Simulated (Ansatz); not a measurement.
How far a parabola holds: energy against volume of antifluorite Be₂C

Antifluorite Be₂C was calculated with PBE (Ansatz, a quantum-chemistry and plane-wave program, PAW). Numerical settings: plane-wave cutoff 520 eV, 14×14×14 k mesh, Fermi–Dirac smearing 0.01 eV, scalar-relativistic PAW data made under PBE. The cell has no free parameter but its volume, all volumes share cutoff and mesh, and the runs aren't spin-polarised. Energies are free energies at the run's smearing, counted from the lowest row; static lattice.

```
V (Å³/atom)  E (meV/atom)
-----------  ------------
6.487                7.29
6.622                1.78
6.757                0.00
6.892                1.63
7.027                6.38
7.162                   ?
```

The 5 complete rows are fitted with a parabola, E against V. With u = V - 6.76, the rows have u = -0.27300, -0.13800, -0.00300, 0.13200, 0.26700. Least squares gives E = -0.006 - 0.897·u + 93.788·u². Residuals (row less fit): 0.061, -0.124, 0.002, 0.120, -0.061; standard error 0.136 (degrees of freedom: 2). The fitted curve has its minimum at V = 6.76, where E = -0.01. Its curvature is d²E/dV² = 2 × 93.788 meV/Å⁶, so B = V0·d²E/dV² × 0.1602 = 203 GPa.

**Question.** What does the fit predict for E at V = 7.162, and how far is the calculated value from it?

**Answer.** u = 0.40200, so E = -0.006 - 0.897 × 0.40200 + 93.788 × 0.40200² = 14.790 meV/atom. The calculation gives 13.98 meV/atom, 0.810 meV/atom below the prediction (5.8 % of the range of E in the table). The row lies outside the fitted rows, so this is an extrapolation. From the scatter of the fitted rows alone, a prediction at this place has a standard error of 0.323 meV/atom, so the miss is 2.5 times that.

The residuals are curvature that a parabola lacks, not noise. A solid that stiffens under compression and softens on expansion lies above the parabola at the compressed end and under it at the expanded end, as this row does. A third-order Birch-Murnaghan fit to the whole scan has B0 = 202 GPa. Only scans are tabulated whose curvature falls smoothly with volume, and where the parabola meets the shown rows within 5 % of their range and misses the end by 0.1 meV or more.
